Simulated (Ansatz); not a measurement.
Take NaCl in the rock salt structure (space group Fm-3m, No. 225; a = 5.601 Å) as the base.

All numbers come from PBEsol, PAW, 420 eV (Ansatz, a quantum-chemistry and plane-wave program; no SOC).

Strains are applied to the cell and any free atomic positions relax.

One change was made to it. Results:

```csv
quantity,base,after
electron mass,0.39 mₑ (at Γ),0.38 mₑ (at Γ)
pressure,0.01 GPa,0.85 GPa
mean gap deformation potential ΔEg/Δln V,–,-3.8 eV
width of the top valence band,0.80 eV,0.84 eV
```

### Question
Which of these changes matches the shifts?
A) isotropic strain +1.00 %
B) isotropic strain −2.50 %
C) isotropic strain −1.00 %

### Answer
C, isotropic strain −1.00 %. For comparison, the pressure in the other runs: isotropic strain +1.00 % gives -0.71 GPa; isotropic strain −2.50 % gives 2.36 GPa.

Effective masses come from finite differences of ±0.01 Å⁻¹. Stability against distortions was not tested.
